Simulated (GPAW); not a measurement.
Band structure of Cu2As (P4/nmm, 6 atoms in the cell).

```yaml
crystal:
  lattice:
    - [3.73659, 0.00000, 0.00000]
    - [0.00000, 3.73659, 0.00000]
    - [0.00000, 0.00000, 5.82176]
  atoms:
    - { symbol: Cu, position: [0.50000, 0.50000, 0.00000] }
    - { symbol: Cu, position: [0.00000, 0.00000, 0.00000] }
    - { symbol: Cu, position: [0.50000, 0.00000, 0.29996] }
    - { symbol: Cu, position: [0.00000, 0.50000, 0.70004] }
    - { symbol: As, position: [0.50000, 0.00000, 0.71301] }
    - { symbol: As, position: [0.00000, 0.50000, 0.28699] }
```

Computed with PBEsol, GPAW PAW datasets PBEsol (made by gpaw-setup) (plane waves; GPAW).

Settings: mode = pw; ecut = 800 eV; xc = PBEsol; kpts = 7 7 5; mesh shift (steps) = 0 0 0; occupations.name = fermi-dirac; occupations.width = 0.1 eV; nbands = -10; symmetry.symmorphic = false; symmetry.tolerance = 0.0005; maxiter = 120; bandpath_npoints = 40.

The starting cell comes from a database of computed structures (which also holds hypothetical and non-ambient phases and stackings), without a prior relaxation at this level. Its lattice was rescaled by a random factor within 2.5 % of one. Spin polarisation is off. The run gives no clean gap (levels at the Fermi energy touch, overlap or are partly filled at this smearing), which alone does not show that the compound is a metal.

Levels in eV from the Fermi level, bands 24 to 31:
```csv
point,24,25,26,27,28,29,30,31
Γ,-2.47,-2.37,-0.75,0.93,0.94,0.94,2.59,4.11
X,-2.11,-1.65,-1.65,1.01,1.01,3.38,3.38,5.37
M,-2.33,-2.11,-2.11,-2.10,-2.10,0.12,0.12,2.97
Z,-1.44,-0.99,-0.99,-0.23,-0.23,2.08,2.54,4.31
R,-2.44,0.49,0.49,1.44,1.44,1.53,1.53,4.14
A,-2.56,-2.38,-2.38,-1.75,-1.75,3.27,3.27,4.48
```

Bands cross the Fermi level along this path, so the cell is metallic at this level.
